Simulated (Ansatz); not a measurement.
Consider Pb in the fcc (Cu type) structure (space group Fm-3m, No. 225; a = 4.9341 Å; relaxed with 0.1 eV smearing). Axes: x, y, z lie along the cube axes.

Computed with Ansatz (an electronic-structure program), PBEsol, PAW, cutoff 420 eV, without spin-orbit coupling.

Base values:

| Item | Result |
|---|---|
| Pressure | 0.0 GPa |
| Shortest interatomic distance | 3.489 Å |

One thing is altered: the cell is compressed by 2.50 % along z with no lateral relaxation, atoms relaxed at fixed cell.

**Question.** How does this affect the pressure, energy relative to the base and shortest interatomic distance?

**Answer.** The pressure (mean of the normal stresses, compression positive) goes from zero to 1.3 GPa; the energy grows by 3.5 meV/atom; the shortest interatomic distance drops by 0.043 Å (3.489 Å → 3.446 Å).

The cells carry an imposed strain or load. Stability against distortions was not tested.
